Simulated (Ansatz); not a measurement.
## TiO₂ (C2/m, No. 12, 12 atoms in the cell; start mp-554278; a measured phase of this formula has another space group)

Method: r²SCAN in Ansatz (PAW).

Run with plane-wave cutoff 560 eV, 10×10×6 k mesh (along the axes of the cell as run), Fermi–Dirac smearing 0.01 eV, no spin polarisation, scalar-relativistic PAW data made under PBE.

Cell (relaxed at this level):

```cif
data_O8Ti4
_chemical_formula_sum 'Ti4 O8'
_space_group_name_H-M_alt 'P 1'
_space_group_IT_number 1
_cell_length_a 6.37326
_cell_length_b 6.37326
_cell_length_c 6.56060
_cell_angle_alpha 106.237
_cell_angle_beta 106.237
_cell_angle_gamma 34.058
loop_
_space_group_symop_operation_xyz
  'x, y, z'
loop_
_atom_site_label
_atom_site_type_symbol
_atom_site_fract_x
_atom_site_fract_y
_atom_site_fract_z
_atom_site_occupancy
Ti1 Ti 0.80552 0.80552 0.71730 1
Ti2 Ti 0.19448 0.19448 0.28270 1
Ti3 Ti 0.10060 0.10060 0.70963 1
Ti4 Ti 0.89940 0.89940 0.29037 1
O1 O 0.05834 0.05834 0.37050 1
O2 O 0.94166 0.94166 0.62950 1
O3 O 0.63849 0.63849 0.70583 1
O4 O 0.36151 0.36151 0.29417 1
O5 O 0.13299 0.13299 0.00368 1
O6 O 0.86701 0.86701 0.99632 1
O7 O 0.73602 0.73602 0.34699 1
O8 O 0.26398 0.26398 0.65301 1
```

```json
{
  "band_gap": "3.20 eV (indirect)",
  "smallest_direct_gap_on_the_k_points_sampled": "3.41 eV"
}
```

Computed values are for the static lattice.

The result took very roughly 4 core-minutes.

A start named mp-… is a Materials Project structure, which need not be a measured phase.

Ansatz is a first-principles code.
